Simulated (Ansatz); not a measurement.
We consider CsCl-type NaCl (model structure) (like a known high-pressure phase), described by r²SCAN+rVV10 (Ansatz, a first-principles code, plane waves, PAW).

Settings: plane-wave cutoff 500 eV, 10×10×10 k mesh, gaussian smearing 0.02 eV, scalar-relativistic PAW data made under PBE.

Cell (relaxed at this level):

NaCl is taken in the cubic space group Pm-3m (No. 221), the CsCl type structure, Pearson symbol cP2. Conventional cell: a = 3.4352 Å, b = 3.4352 Å, c = 3.4352 Å, α = 90.00°, β = 90.00°, γ = 90.00°. Na on 1a is coordinated by 8 Cl at 2.975 Å (cubic). Cl on 1b is surrounded by 8 Na at 2.975 Å (cubic). (Neighbours: up to the widest gap in distance over summed covalent radii, below 1.35, at either atom; cation-cation and far metal-metal contacts left out.)

**Question.** What does this level give for the band gap?

**Answer.** 
* **band gap**: 4.92 eV (on the SCF k mesh)

Cost on a shared machine: very roughly 26 core-seconds.

A model structure was made by putting elements into a prototype or built by hand; it is no filed structure, need not be a known phase, and can be a saddle point held by its symmetry.
